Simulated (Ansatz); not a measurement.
**Short convergence ladders for a (111) slab of Zn6Mo (cut from a parent of space group no. 225; 14 atoms in the cell)**

```xyz
14
Lattice="5.4096 0.0000 0.0000 2.7048 4.6848 0.0000 0.0000 0.0000 20.6254" Properties=species:S:1:pos:R:3 pbc="T T T"
Mo     1.6181     0.9342     9.2085
Mo     4.3229     2.4958    13.6254
Zn     4.3229     0.9342     9.2085
Zn     1.6181     2.4958     7.0000
Zn     5.6753     3.2766     9.2085
Zn     0.2657     0.1534     7.0000
Zn     2.9705     3.2766     9.2085
Zn     2.9705     0.1534     7.0000
Zn     1.6181     2.4958    13.6254
Zn     4.3229     4.0574    11.4170
Zn     0.2657     0.1534    13.6254
Zn     2.9705     1.7150    11.4170
Zn     2.9705     0.1534    13.6254
Zn     5.6753     1.7150    11.4170
```

Base method: LDA (PW92), default PAW files made with PBE (plane waves; Ansatz, a first-principles code).

Base settings: basis.ecutwfc = 420 eV; kpoints.mp_grid.grid = 3 3 1; hamiltonian.xc = lda; hamiltonian.pseudopotentials = {kind: paw} (the program's default PAW files); scf.occupations.method = fermi_dirac; scf.occupations.width = 0.1 eV.

The count of work is k-points × plane waves × bands × iterations; it is no time. Core times come from one kind of shared machine, to one figure; runs under 30 s give none.

**The vacuum**

The mesh stays at the base's, so the ladder's end is converged at best in this setting alone.

Only quantities that move along the ladder and can be compared are tabulated.

| vacuum between outermost atoms (Å) | free energy less the last step's (meV/atom) | largest difference of a force vector from the last step's (eV/Å) | count of work / last |
|---|---|---|---|
| 3.0 | -116.93 | 0.853 | 0.24 |
| 4.0 | -33.93 | 0.257 | 0.26 |
| 5.0 | -9.11 | 0.079 | 0.29 |
| 6.0 | -2.34 | 0.022 | 0.31 |
| 7.0 | -0.66 | 0.007 | 0.37 |
| 8.0 | -0.21 | 0.003 | 0.36 |
| 10.0 | -0.03 | 0.002 | 0.41 |
| 12.0 | -0.01 | 0.002 | 0.46 |
| 14.0 | -0.01 | 0.001 | 0.51 |
| 17.0 | -0.01 | 0.001 | 0.59 |
| 20.0 | -0.01 | 0.001 | 0.73 |
| 25.0 | 0.00 | 0.000 | 0.86 |
| 30.0 | 0.00 | 0.000 | 1.0 |

Smallest vacuum between outermost atoms (Å) that holds the forces within 0.005 eV/Å of the last step, with all finer ones: 8.0, at 0.36 of the last step's count of work; the step before is off by 0.007 eV/Å.

Smallest vacuum between outermost atoms (Å) that holds the free energy within 5 meV/atom of the last step, with all finer ones: 6.0, at 0.31 of the last step's count of work; the step before is off by 9.1 meV/atom.

**The k-point mesh**

Only quantities that move along the ladder and can be compared are tabulated.

| kpoints.mp_grid.grid | free energy less the last step's (meV/atom) | largest difference of a force vector from the last step's (eV/Å) | count of work / last | core time / last (rough) |
|---|---|---|---|---|
| 2 2 1 | -15.11 | 0.308 | 0.066 | – |
| 3 3 1 | -6.19 | 0.282 | 0.090 | – |
| 4 4 1 | -4.03 | 0.082 | 0.12 | – |
| 5 5 1 | -1.95 | 0.028 | 0.15 | – |
| 6 6 1 | -0.11 | 0.037 | 0.19 | – |
| 7 7 1 | 0.20 | 0.014 | 0.22 | – |
| 8 8 1 | 0.11 | 0.009 | 0.27 | 0.3 |
| 10 10 1 | -0.01 | 0.002 | 0.38 | 0.4 |
| 11 11 1 | -0.03 | 0.001 | 0.43 | 0.5 |
| 13 13 1 | 0.01 | 0.001 | 0.57 | 0.6 |
| 16 16 1 | 0.00 | 0.000 | 0.81 | 0.8 |
| 18 18 1 | 0.00 | 0.000 | 1.0 | 1 |

Coarsest kpoints.mp_grid.grid that holds the forces within 0.02 eV/Å of the last step, with all finer ones: 7 7 1, at 0.22 of the last step's count of work; the step before is off by 0.037 eV/Å.

Coarsest kpoints.mp_grid.grid that holds the free energy within 5 meV/atom of the last step, with all finer ones: 4 4 1, at 0.12 of the last step's count of work; the step before is off by 6.2 meV/atom.

On the base run: the starting cell comes from a database of computed structures (which also holds hypothetical and non-ambient phases and stackings), without a prior relaxation at this level. The slab is cut from that crystal, and its faces are unrelaxed. Its lattice was rescaled by up to half a per cent. Spin polarisation is off. The two faces of this cut differ, and no dipole correction was used. In the base run, forces exceed 1 eV/Å. Without a gap this mesh is coarse (it stands for a supercell whose shortest in-plane vector is 16 Å).

Left out of this page: 1 run of the series outside the window shown, repeating another row's setting, or not comparable.

Keys are those of Ansatz 0.2.
